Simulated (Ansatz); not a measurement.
The reference is TiSi2 (space group Cmcm, No. 63; a = 3.546 Å, b = 13.565 Å, c = 3.580 Å).

The values are results of Ansatz (a program for electronic structure), PBE, PAW, cutoff 420 eV, no SOC, earlier PAW set, not measurements.

Before the change:

| Property | Value |
|---|---|
| Volume per atom | 14.35 Å³ |
| Band gap | zero |

The change: hydrostatic tension (pressure −1 GPa).

Task: What happens to the volume per atom and band gap?

Result: The volume per atom increases by 0.12 Å³, from 14.35 Å³ to 14.47 Å³; the band gap stays zero.

Load acts through the strain it causes; cell and atoms are relaxed under it. No phonon test of stability was made. The final runs are not spin-polarised.
